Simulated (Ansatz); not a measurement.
End structure of the (110) surface of bcc V in its 1x1 cell:

```
CELL_PARAMETERS angstrom
      2.59563     0.00000     0.00000
     -0.86521     2.44719     0.00000
      0.00000     0.00000    25.50000
ATOMIC_POSITIONS crystal
  V  0.50000 0.50000 0.38024
  V  0.00000 0.00000 0.45817
  V  0.50000 0.50000 0.54183
  V  0.00000 0.00000 0.61976
```

Set-up: 4 atoms, 6.4 Å thick at the start (thin: gaps and levels are the slab's own); mesh 12x12x1; 0.1 eV smearing; dipole correction on; all atoms relaxed; start symmetry kept, larger cells not searched; no spin, no spin-orbit, no U.

### Question
Predict the work function of the top face from PBE in Ansatz (a first-principles code).

### Answer
4.73 eV
